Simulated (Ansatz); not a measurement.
# Na3Sb: isotropic strain +2.25 %

The parent structure is Na₃Sb (space group P6_3/mmc, No. 194; a = 5.312 Å, c = 9.453 Å).

Perturbation: the cell is scaled by 1.0225 in all directions, atoms relaxed at fixed cell.

Calculations: PBEsol, PAW, 420 eV (Ansatz, a program for electronic structure; no SOC). k-mesh 10×10×5 (Γ-centred); smearing 0.05 eV (Fermi–Dirac).

| quantity | base | changed | shift |
|---|---|---|---|
| volume per atom | 28.88 Å³ | 30.87 Å³ | +1.99 Å³ |
| shortest interatomic distance | 3.067 Å | 3.136 Å | +0.069 Å |
| energy relative to the base (free energy F) | 0 meV/atom | +7.8 meV/atom | +7.8 meV/atom |
| pressure (mean of the normal stresses, compression positive) | 0.00 GPa | -1.18 GPa | -1.18 GPa |
| band gap | 0.43 eV | 0.28 eV | -0.15 eV |
| gap character | direct at Γ | direct at Γ | – |
| mean gap deformation potential ΔEg/Δln V | – | -2.3 eV | – |
| width of the top valence band | 0.92 eV | 0.88 eV | -0.049 eV |
| electron mass | 0.076 mₑ along c, 0.061 mₑ across (at Γ) | 0.065 mₑ along c, 0.043 mₑ across (at Γ) | – |
| valence-band top at Γ (three highest levels, from the VBM) | 0.00, 0.00, -0.16 eV | 0.00, 0.00, -0.15 eV | – |

Final structure:

```
CELL_PARAMETERS angstrom
      5.43178     0.00000     0.00000
     -2.71589     4.70406     0.00000
      0.00000     0.00000     9.66554
ATOMIC_POSITIONS crystal
  Sb 0.33333 0.66667 0.25000
  Sb 0.66667 0.33333 0.75000
  Na 0.00000 0.00000 0.25000
  Na 0.00000 0.00000 0.75000
  Na 0.33333 0.66667 0.58175
  Na 0.66667 0.33333 0.08175
  Na 0.33333 0.66667 0.91825
  Na 0.66667 0.33333 0.41825
```

Spin-orbit coupling, missing from the scalar runs, can matter with Sb. Effective masses come from finite differences of ±0.01 Å⁻¹. Stability against distortions was not tested. The zero or small gap of Na3Sb under isotropic strain +2.25 % can change with the level of theory.
